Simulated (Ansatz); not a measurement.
**B–N bond length (Å) in related cells**

A. BN (zinc blende, F-43m)
B. BN (P6₃/mmc)

Computed with Ansatz (plane waves, PAW), its PAW set soft_1. Each column's cells are at rest at that level. Cells are local rest points, mostly with their start's symmetry. Atoms count as bonded under 1.18 times the sum of their covalent radii (1.35 for H and a metal); two metal atoms count in their first shell alone, and not where both have two or more other neighbours. Mean, with the range where bonds differ.

```
system  PBE+D3(BJ)  r2SCAN+D4 (own geometry)
------  ----------  ------------------------
A            1.561                     1.560
B            1.447                     1.442
```

With PBE+D3(BJ) the value of A exceeds that of B by 0.114 Å. With r2SCAN+D4 (own geometry) the value of A exceeds that of B by 0.118 Å.

Ansatz is a program for electronic structure.
